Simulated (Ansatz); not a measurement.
Sr: pressure −2 GPa

The reference is Sr in the fcc (Cu type) structure (space group Fm-3m, No. 225; a = 5.923 Å).

Perturbation: hydrostatic tension (pressure −2 GPa).

Level of theory: Kohn–Sham DFT with the PBEsol functional, run in Ansatz (a quantum-chemistry and plane-wave program) with PAW and 420 eV plane waves, no SOC. Γ-centred 14×14×14 mesh, Fermi–Dirac width 0.05 eV.

The volume per atom goes up by 14.19 Å³, from 51.93 Å³ to 66.12 Å³ and the density drops by 0.60 g/cm³ to 2.20 g/cm³. The lattice parameter a goes up by 0.4966 Å (5.923 Å → 6.419 Å) and the band gap remains zero.

Cost of the whole job for the changed cell (relaxation, final SCF and bands): very roughly 19 core-seconds.

Load acts through the strain it causes; cell and atoms are relaxed under it. Stability against distortions was not tested.
